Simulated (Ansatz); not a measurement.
Effect of isotropic strain +1.22 % on TiTe2

Base system: TiTe$_{2}$ in the CdI2 type structure (space group P-3m1, No. 164; a = 3.619 Å, c = 6.225 Å; layered, stacked along the Cartesian z axis; relaxed with 0.1 eV smearing).

Modification: an isotropic linear strain of +1.22 %; the atoms relax in the strained cell.

The values are results of Ansatz (a program for electronic structure) PBEsol-D3(BJ), no spin-orbit coupling, not measurements. k-mesh 18×18×10 (Γ-centred); smearing 0.1 eV (Fermi–Dirac).

- Shortest interatomic distance = 2.728 Å (base 2.712 Å)
- Energy relative to the base (free energy F) = +5.1 meV/atom
- Pressure (mean of the normal stresses, compression positive) = -1.8 GPa (base 0.0 GPa)
- Band gap = zero (base zero)
- Largest internal atomic displacement = 0.027 Å

Final structure:

```yaml
crystal:
  lattice:
    - [3.66291, 0.00000, 0.00000]
    - [-1.83145, 3.17217, 0.00000]
    - [0.00000, 0.00000, 6.30129]
  atoms:
    - { symbol: Ti, position: [0.00000, 0.00000, 0.00000] }
    - { symbol: Te, position: [0.33333, 0.66667, 0.27356] }
    - { symbol: Te, position: [0.66667, 0.33333, 0.72644] }
```

Stability against distortions was not tested. The final runs are not spin-polarised.
